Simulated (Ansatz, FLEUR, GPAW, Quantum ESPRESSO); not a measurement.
Code comparison for Cu3Sn (P1, 8 atoms in the cell)

Self-consistent single point, at a second geometry (atoms moved at random). First geometry:

```
Cu3Sn
1.0
    4.32369     0.00000     0.00000
    0.00000     5.43252     0.00000
    0.00000     0.00000     4.76457
Cu Sn
6 2
Direct
  0.50000   0.00000   0.30100
  0.00000   0.50000   0.69900
  0.00000   0.75052   0.15581
  0.00000   0.24948   0.15581
  0.50000   0.74948   0.84419
  0.50000   0.25052   0.84419
  0.50000   0.50000   0.34118
  0.00000   0.00000   0.65882
```

Second geometry:
```xyz
8
Lattice="4.3237 0.0000 0.0000 0.0000 5.4325 0.0000 0.0000 0.0000 4.7646" Properties=species:S:1:pos:R:3 pbc="T T T"
Cu     2.2258     0.0395     1.4095
Cu    -0.0344     2.6515     3.3431
Cu    -0.0387     4.0958     0.7438
Cu    -0.0339     1.3922     0.7130
Cu     2.1809     4.0070     3.9782
Cu     2.1260     1.3641     4.0742
Sn     2.2577     2.7048     1.6303
Sn    -0.0360     0.0426     3.1662
```

Shared settings, as Ansatz (a program for electronic structure) writes them: kpoints.mp_grid.grid = 4 3 4; scf.occupations.method = fermi_dirac; scf.occupations.width = 0.1 eV. Potentials and cutoffs stand in the table.

```tsv
code	model	ΔF from the first geometry (meV/atom)	pressure (GPa)	largest force (eV/Å)	cutoff
GPAW	PBEsol, GPAW PAW datasets PBEsol (made by gpaw-setup)	20.9	-0.36	1.075	800 eV
Ansatz	PBEsol, default PAW files made with PBE	20.3	-0.74	1.071	default
Quantum ESPRESSO	PBEsol, PSlibrary PAW (PBE) pseudopotentials	20.6	-1.48	1.091	55 Ry
FLEUR	PBEsol, all-electron FLAPW (FLEUR), scalar-relativistic valence	20.4	–	–	Kmax 4 1/bohr
```

Size of the force on each atom (eV/Å): Sizes of forces hide their directions.

```tsv
code	Cu1	Cu2	Cu3	Cu4	Cu5	Cu6	Sn7	Sn8
GPAW	0.586	0.665	0.589	0.665	0.421	0.304	1.075	0.733
Ansatz	0.563	0.650	0.578	0.644	0.417	0.276	1.071	0.733
Quantum ESPRESSO	0.570	0.661	0.587	0.652	0.423	0.277	1.091	0.747
```

A dash marks a value that a program does not give, or that is left out as unsure.

On Ansatz's run: spin polarisation is off.

The spread over the programs that give each value: ΔF from the first geometry within 0.6 meV/atom; pressure within 1.12 GPa; largest force within 0.020 eV/Å.

FLEUR treats all electrons, but the usual bases taken here (sphere radii, linearisation, local orbitals, empty states) were not tested for convergence, so the values are no reference for the others. Ansatz's pressure is given at a fixed set of plane waves, as the other plane-wave codes print theirs; with its correction for the finite basis it is -0.64 GPa.

The shared mesh is coarse (it stands for a supercell whose shortest vector is 16 Å), so the values are not converged in it.

The starting cell comes from a database of computed structures (which also holds hypothetical and non-ambient phases and stackings), without a prior relaxation at this level. For this run, on top of that: atoms moved at random.

Left out of this page: CP2K (unsound by tests on forces, stress, charge or solver warnings).

Keys are those of Ansatz 0.2.
